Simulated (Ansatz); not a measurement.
Consider the following.

End structure of a constructed model of the (110) surface of bcc V, a pseudomorphic layer of Au in the host's stacking (bottom of the slab: a bare face, its two planes held):

```
CELL_PARAMETERS angstrom
      2.59563     0.00000     0.00000
     -0.86521     2.44719     0.00000
      0.00000     0.00000    29.50000
ATOMIC_POSITIONS crystal
  V  0.50000 0.50000 0.27615
  V  0.00000 0.00000 0.34799
  V  0.50000 0.50000 0.41933
  V  0.00000 0.00000 0.49156
  V  0.50000 0.50000 0.56335
  V  0.00000 0.00000 0.63238
  Au 0.50000 0.50000 0.71170
```

Model: 7-atom slab, 13.2 Å thick at the start, 15x15x1 mesh, Fermi-Dirac 0.1 eV, dipole correction, single point; on the structure that PBE left under its start's symmetry; no spin, no spin-orbit, no U. It is one candidate, not shown to be the stable structure of the face.

Q: Estimate the work function of the top face that r2SCAN, at the PBE geometry (Ansatz, a program for electronic structure) returns for this input.

A: 4.73 eV
